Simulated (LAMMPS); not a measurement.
Pressure dependence of Cu (fcc) at 810 K, from the crystal.

Computed with classical MD, pair style eam, the elements' _smf7.eam files (smf7), run in LAMMPS.

```tsv
P (GPa)	state	volume	coordination number
0	crystal; no diffusion seen in 30 ps	12.3604 ± 0.0005 Å³/atom	12.1 (counted to 3.18 Å)
2	crystal; no diffusion seen in 30 ps	12.1448 ± 0.0004 Å³/atom	12.0 (counted to 3.14 Å)
5	crystal; no diffusion seen in 30 ps	11.8577 ± 0.0003 Å³/atom	12.0 (counted to 3.10 Å)
```

Caution (rows 2; 5): a run this short can hold a crystal over, or a liquid under, the potential's own melting point, which these runs don't give.

Estimate the isothermal bulk modulus at zero pressure. A parabola P(ln V) through the three points gives −dP/d ln V = 110 GPa at zero pressure.

States go by the mean squared displacement: a species diffuses where it passes 1.5 Å², still rises and gives D over 1e-6 cm²/s; a crystal has left its structure where atoms lie 0.35 Å off their sites on average or a cubic box changes its shape by 3 %, or the axial ratios of another lie 8 % off the starting cell's, which the potential's own relaxation can also do.

Errors shown are sampling errors alone.
